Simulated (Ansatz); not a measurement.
Consider Rb in the bcc (W type) structure (space group Im-3m, No. 229; relaxed with 0.1 eV smearing).

Space group Im-3m (No. 229); a = b = c = 5.571 Å, α = β = γ = 90.00°

```
atom  site  symmetry       x       y       z
----  ----  --------  ------  ------  ------
Rb      2a      m-3m  0.0000  0.0000  0.0000
```
(The calculation used a cell of 1 atom; values per cell refer to that cell.)

Calculations: PBEsol (Ansatz, an electronic-structure program; PAW; 420 eV plane waves; spin-orbit coupling left out).

For the base:

The pressure is 0.0 GPa.

The change: the cell is scaled by 1.0250 in all directions; the atoms relax in the strained cell.

Task: What happens to the pressure and energy relative to the base?

Result: The pressure goes from zero to -0.2 GPa; the energy grows by 4.1 meV/atom.

No phonon test of stability was made. The final runs are not spin-polarised.
